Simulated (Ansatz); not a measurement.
**Rh: uniaxial strain ε_zz = −3.00 %**

The reference is Rh in the fcc (Cu type) structure (space group Fm-3m, No. 225; a = 3.7551 Å; relaxed with 0.1 eV smearing). Axes: x, y, z lie along the cube axes.

Now apply this change: the cell is compressed by 3.00 % along z with no lateral relaxation, atoms relaxed at fixed cell.

All numbers come from Kohn–Sham DFT with the LDA functional, run in Ansatz (an electronic-structure program) with PAW and 420 eV plane waves, no SOC. k-mesh 30×30×30 (Γ-centred); smearing 0.1 eV (Fermi–Dirac).

The space group goes from Fm-3m (No. 225) to I4/mmm (No. 139) and the shortest interatomic distance shrinks by 3.95 pm (265.5 pm → 261.6 pm). The energy grows by 20 meV/atom and the pressure (mean of the normal stresses, compression positive) goes from zero to 10.5 GPa. The band gap stays zero and the stress (xx, yy, zz, yz, xz, xy; compression positive) amounts to (7.6, 7.6, 16.4, 0.0, 0.0, 0.0) GPa.

Stability against distortions was not tested. All final runs are without spin polarisation.
